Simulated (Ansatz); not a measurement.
ScOF (P4/nmm, No. 129, 6 atoms in the cell; start mp-989178), treated with PBE0 (Ansatz, an electronic-structure program, plane waves, PAW).

The input as run:

Ansatz 0.2 input:
```yaml
crystal:
  lattice:
    - [3.5774549965, 0.0, 0.0]
    - [0.0, 3.5774549965, 0.0]
    - [0.0, 0.0, 5.094361935]
  atoms:
    - { symbol: Sc, position: [0.5, 0.0, 0.7072287909] }
    - { symbol: Sc, position: [0.0, 0.5, 0.2927712091] }
    - { symbol: O, position: [0.0, 0.0, 0.5] }
    - { symbol: O, position: [0.5, 0.5, 0.5] }
    - { symbol: F, position: [0.5, 0.5, 0.0] }
    - { symbol: F, position: [0.0, 0.0, 0.0] }
basis:
  ecutwfc: 460
  ecutrho_ratio: 4
  xc_grid: 2
kpoints:
  mp_grid: { grid: [6, 6, 4] }
  band_path: { path: [[0, 0, 0], [0.231771, 0.231771, -0.5]], npoints: 1 }
hamiltonian:
  xc: pbe0
  dispersion: none
  pseudopotentials: { kind: paw }
scf:
  occupations: { method: fermi_dirac, width: 0.01 }
  convergence: { dr2_threshold: 0.0000000006 }
output:
  forces: true
  stress: true
  eigenvalues: true
  write_bands: true
```

Q: How many irreducible k-points, plane waves at Γ does the program set up, and what pressure does the run end with?

A: 30 irreducible k-points, 1465 plane waves at Γ; P = 2.01 GPa, so the cell is compressed on average and its volume would grow at this level.

The run printed, among other lines:

```
WARN output.stress: scf.exx.energy_threshold = 1e-6 eV is looser than the 6e-8 eV advised for a stress under a hybrid functional (1e-8 eV for each atom of the …
Crystal: 6 atoms, lattice volume = 65.199 Å³
Basis set: ecut = 460 eV, 1465 PW (Γ), exchange–correlation on 54×54×72 points (8 copies of the dense FFT grid, shifted against one another)
Bands: 30, of which v1, the nominal top of the filled ones, is band 24 counted from 1 (23 counted from 0)
Symmetry: 16 space group operations
Space group: P4/nmm (ITA 129), of the structure as read, at distance tolerance 4.0e-5 Å
k-points: 30 of 144
Functional: x = pbe(κ = 0.804, μ = 0.2195149727645171), c = pbe(β = 0.06672455060314922), warm-up for x = 0.75 pbe(κ = 0.804, μ = 0.2195149727645171) + 0.25 exact, c = pbe(β = 0.06672455060314922)
SCF iter   1: F=—  HF=-7034.650742 eV  |F-HF|=—  |Δ(HF+E_count)|=         —  Δρ=3.52e-3  dr2=4.31e-3
SCF iter   2: F=—  HF=-7034.652082 eV  |F-HF|=—  |Δ(HF+E_count)|=   1.34e-3  Δρ=2.35e-3  dr2=2.39e-3
  ...
Crystal: 6 atoms, lattice volume = 65.199 Å³
Initial density: handed on by an earlier stage of this run
Functional: x = 0.75 pbe(κ = 0.804, μ = 0.2195149727645171) + 0.25 exact, c = pbe(β = 0.06672455060314922)
Crystal: 6 atoms, lattice volume = 65.199 Å³
Crystal: 6 atoms, lattice volume = 65.199 Å³
SCF iter   1: F=—  HF=-7035.856369 eV  |F-HF|=—  |Δ(HF+E_count)|=         —  Δρ=2.65e-6  dr2=3.39e-9
SCF iter   2: F=-7035.856369 eV  HF=-7035.856369 eV  |F-HF|=1.82e-12  |Δ(HF+E_count)|=  9.20e-10  Δρ=5.55e-7  dr2=4.50e-10
SCF 4 converged in 2 iterations: F = -7035.856369 eV  dr2 = 4.50e-10
Free energy (F): -7035.856369 eV
Internal energy: -7035.856369 eV  (E = F + TS)
E sigma→0 (E₀):  -7035.856369 eV
Fermi energy:    10.643751 eV
--- Forces (eV/Å), atoms counted from 1 ---
  atom   1  Sc     0.00000000     0.00000000    -0.12623688
  atom   2  Sc     0.00000000     0.00000000     0.12623688
  atom   3  O      0.00000000     0.00000000     0.00000000
  atom   4  O      0.00000000     0.00000000    -0.00000000
  atom   5  F      0.00000000     0.00000000    -0.00000000
  atom   6  F      0.00000000     0.00000000     0.00000000
--- Stress (GPa, compression-positive) ---
        2.011599       0.000000       0.000000
        0.000000       2.011599       0.000000
        0.000000       0.000000       2.019864
  P = ⅓ Tr σ = 2.0144 GPa (20.144 kbar)
```

The PAW data were made under PBE.

Note: cell and atoms aren't relaxed at this level (largest force component 0.13 eV/Å, pressure 2.0 GPa).

A start named mp-… is a Materials Project structure, which need not be a measured phase.
